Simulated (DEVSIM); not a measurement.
Structure: Si p-i-n diode, at 300 K.

Layer 1 from the left is Si, thickness (μm) 0.0480, Na (cm⁻³) 5.6e18, τn (s) 4.7e-6, τp (s) 4.7e-6. Layer 2 from the left is Si, thickness (μm) 0.260, Nd (cm⁻³) 2.6e11, τn (s) 4.7e-6, τp (s) 4.7e-6. Layer 3 from the left is Si, thickness (μm) 4.70, Nd (cm⁻³) 1.6e18, τn (s) 4.7e-6, τp (s) 4.7e-6.

Left contact: ohmic. Right contact: ohmic. Voltage is applied to the left contact. Recombination: SRH at mid-gap, Auger. Mobility is μmin + (μ − μmin)/(1 + (N/Nref)^α).

Constants are typed, rounded textbook-type inputs, not results; the design itself was drawn at random and stands for no fabricated device. Values at 300 K.

Si: gap (eV) 1.124, affinity (eV) 4.05, permittivity 11.7, Nc (cm⁻³) 2.86e19, Nv (cm⁻³) 3.1e19, μn (cm²/Vs) 1417, μp (cm²/Vs) 470, μn,min 52, μp,min 45, Nref,n 9.7e16, Nref,p 2.2e17, αn 0.68, αp 0.72, Cn (cm⁶/s) 2.8e-31, Cp (cm⁶/s) 9.9e-32.

Simulated with DEVSIM: 1D drift-diffusion, Boltzmann statistics, complete ionisation; no tunnelling, impact ionisation, image-force lowering or self-heating.

What does the simulation give for the dark forward voltage at 100 A/cm², the potential step across the device at zero bias, the dark forward voltage at 1 A/cm²?

dark forward voltage at 100 A/cm² 0.810 V; potential step across the device at zero bias 1.005 V; dark forward voltage at 1 A/cm² 0.690 V.
